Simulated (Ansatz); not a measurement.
Calculation: PBE (plane waves to 420 eV, PAW; Ansatz, a program for electronic structure).

Electrostatic potential energy of an electron, averaged over planes parallel to the surface, in eV from the Fermi level, for Au on the 1x1 (0001) surface of hcp Co, ferromagnetic, one in a 2x2 cell, started at the site 'hollow Co-Co-Co over Co at depth 2.0 Å':…

(z (Å), V (eV)): (5.38, 4.97); (5.67, 4.97); (5.95, 4.96); (6.23, 4.96); (6.52, 4.95); (6.80, 4.94); (7.08, 4.91); (7.37, 4.85); (7.65, 4.74); (7.93, 4.49); (8.22, 4.00); (8.50, 2.98); (8.78, 0.88); (9.07, -4.86); (9.35, -13.72); (9.63, -19.74); (9.92, -19.45); (10.20, -13.07); (10.48, -4.76); (10.77, -1.56); (11.05, -6.25); (11.33, -14.77); (11.62, -20.18); (11.90, -19.15); (12.18, -12.21); (12.47, -3.81); (12.75, -0.56); (13.03, -3.88); (13.32, -12.30); (13.60, -19.19); (13.88, -20.14); (14.17, -14.65); (14.45, -6.12); (14.73, -1.48); (15.02, -4.64); (15.30, -12.97); (15.58, -19.45); (15.87, -19.90); (16.15, -14.05); (16.43, -5.26); (16.72, 0.25); (17.00, 1.13); (17.28, -0.34); (17.57, -1.82); (17.85, -2.34); (18.13, -1.81); (18.42, -0.06); (18.70, 2.26); (18.98, 3.51); (19.27, 3.97); (19.55, 4.17); (19.83, 4.27); (20.12, 4.31); (20.40, 4.33); (20.68, 4.34); (20.97, 4.34); (21.25, 4.34); (21.53, 4.35); (21.82, 4.35); (22.10, 4.35)

Model: 17-atom slab, 6.0 Å thick at the start under the adsorbate (thin: gaps and levels are the slab's own), 7x7x1 mesh, Fermi-Dirac 0.1 eV, dipole correction, 8 atoms held, the rest relaxed; held to the start's symmetry, so lower structures may exist; spin-polarised, no spin-orbit, no U, no dispersion correction. At the end it is bonded to 3 Co. In PBE it is, or lies within 0.03 eV of, the lowest of the starts that converged.

Q: The surface cell has an area of 21.53 Å². What dipole along the normal does the step between the two vacuum levels imply?

A: the top vacuum level lies 0.62 eV below the bottom one; p = −ε₀ A ΔV (ε₀ = 0.005526 e/(V·Å)) gives 0.07 e·Å a cell.
